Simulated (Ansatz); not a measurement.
Consider SiGe in the wurtzite structure (space group P6_3mc, No. 186; a model cell, its experimental status unchecked).

```yaml
crystal:
  lattice:
    - [3.90400, 0.00000, 0.00000]
    - [-1.95200, 3.38096, 0.00000]
    - [0.00000, 0.00000, 6.45490]
  atoms:
    - { symbol: Ge, position: [0.66667, 0.33333, 0.99956] }
    - { symbol: Ge, position: [0.33333, 0.66667, 0.49956] }
    - { symbol: Si, position: [0.66667, 0.33333, 0.62564] }
    - { symbol: Si, position: [0.33333, 0.66667, 0.12564] }
```

Calculations: r2SCAN (Ansatz, a first-principles code; PAW; 500 eV plane waves; no spin-orbit coupling).

Base values:

| Property | Value |
|---|---|
| Valence-band top at Γ | 0.00, 0.00, -0.34 eV |
| Width of the top valence band | 3.59 eV |
| Volume per atom | 21.30 Å³ |
| Band gap | 0.66 eV |

Perturbation: a hydrostatic pressure of 30 GPa.

### Question
Predict the new valence-band top at Γ.

### Answer
The valence-band top at Γ (three highest levels, from the VBM) becomes 0.00, 0.00, -0.63 eV (base: 0.00, 0.00, -0.34 eV).

### Question
What happens to the width of the top valence band?

### Answer
The width of the top valence band rises by 1.08 eV to 4.67 eV.

### Question
Predict the new volume per atom.

### Answer
The volume per atom decreases by 4.22 Å³ to 17.08 Å³.

### Question
How does this affect the band gap?

### Answer
The band gap shrinks by 0.447 eV to 0.22 eV.

Load acts through the strain it causes; cell and atoms are relaxed under it. Whether these cells are dynamically stable was not tested. Competing high-pressure phases were not computed. A zero or small gap of SiGe under pressure 30 GPa can be the functional's error rather than a property of the material.
